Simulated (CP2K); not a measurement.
Band structure of ScAgSe₂ (P-3m1, 4 atoms in the cell).

```
CELL_PARAMETERS angstrom
      3.90558     0.00000     0.00000
     -1.95279     3.38233     0.00000
      0.00000     0.00000     6.61041
ATOMIC_POSITIONS crystal
  Sc 0.00000 0.00000 0.00000
  Ag 0.00000 0.00000 0.50000
  Se 0.33333 0.66667 0.23212
  Se 0.66667 0.33333 0.76788
```

Method of the run: PBEsol, GPW, DZVP-MOLOPT-SR-GTH basis, GTH-PBE potentials (GTH_POTENTIALS) run with CP2K.

Settings: CUTOFF = 600 Ry; REL_CUTOFF = 40 Ry; KPOINTS/SCHEME = MONKHORST-PACK 7 7 4; GAMMA_CENTERED = T; XC_FUNCTIONAL = PBE:PBESOL; Sc/BASIS_SET = DZVP-MOLOPT-SR-GTH-q11; Sc/POTENTIAL = GTH-PBE-q11; Ag/BASIS_SET = DZVP-MOLOPT-SR-GTH-q11; Ag/POTENTIAL = GTH-PBE-q11; Se/BASIS_SET = DZVP-MOLOPT-SR-GTH-q6; Se/POTENTIAL = GTH-PBE-q6; METHOD = GPW; EPS_DEFAULT = 1e-10; EXTRAPOLATION = USE_GUESS.

The starting cell comes from a database of computed structures (which also holds hypothetical and non-ambient phases and stackings), without a prior relaxation at this level. Values carry the incompleteness of an atom-centred basis. The potentials were made for another functional than the one used.

Task: Predict the gap along the standard path and the places of the band edges.

Result: The gap along the path is 0.55 eV, from A to L; the smallest direct gap on it is 1.12 eV.

Levels in eV from the top of the valence band on the SCF mesh, bands 14 to 18:
```tsv
point	14	15	16	17	18
Γ	-1.70	-1.03	-0.75	-0.75	1.53
M	-2.87	-2.11	-1.72	-1.36	0.94
K	-2.56	-2.56	-1.85	-1.85	1.46
A	-2.32	-2.32	0.00	0.00	1.39
L	-2.79	-2.54	-0.87	-0.57	0.55
H	-2.96	-2.86	-1.15	-1.15	1.71
```

Higher empty bands are left out: an atom-centred basis made for the valence describes them poorly.
